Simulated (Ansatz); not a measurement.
bcc Ta: the defect S interstitial

These are PBE, PAW (plane waves to 420 eV; Ansatz, a first-principles code) values and carry that method's errors. Set-up: 54-site cell; 4×4×4 shifted k-points; start: void with 4Ta nearest; no spin–orbit coupling; finite-size errors of tenths of an eV; the relaxation kept the symmetry of the starting site; relaxed from one start, so a lower configuration may exist.

Neighbours after relaxation, in Å: of the S atom: Ta 2.29, Ta 2.29, Ta 2.29, Ta 2.29.

Formation energies E_f are those of the neutral cell. Chemical conditions: impurity bounded by its compound with the host (Δμ(S) = -1.61 eV, bounded by TaS2 (R3m); only phases computed here count, gases as isolated molecules at 0 K). Reference phases: S: S8 molecule in a box.

The name describes the start; the neighbours show where the added atom ended.

```csv
charge,moment (μB),point group,largest move off a lattice site (Å),"E_f, impurity bounded by its compound with the host (eV)"
0,not spin-polarised,D2d,0.46,2.74
```

Point groups are those of the whole cell at tolerances of 0.03 and 0.1 Å ("near" where only the looser one holds); none is given for unsettled states.
